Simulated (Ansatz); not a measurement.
Formation energy of the bound charge states of N on the Si site in 3C silicon carbide (start: the Si site; 64-site cell, 2×2×2 shifted sampling) against the Fermi level, Si-rich (Δμ(Si) = 0.00 eV, Δμ(N) = -1.86 eV, bounded by beta Si3N4; only phases computed here count, gases as isolated molecules at 0 K). All values below come from PBE, PAW (plane waves to 420 eV; Ansatz, a program for electronic structure).

Details: 64-site cell; 2×2×2 shifted k-points; host gap 1.37 eV; charged states image-corrected; not converged in cell size.

Left out: charge −1 (level within 0.1 eV of a band edge or past it).

```
E_F − E_VBM (eV)  q = +1  q = 0
----------------  ------  -----
0.00                6.67   7.93
0.17                6.84   7.93
0.34                7.01   7.93
0.51                7.18   7.93
0.69                7.35   7.93
0.86                7.52   7.93
1.03                7.69   7.93
1.20                7.87   7.93
1.37                8.04   7.93
```

Crossings of the lowest lines: (+1/0) at 1.26 eV.
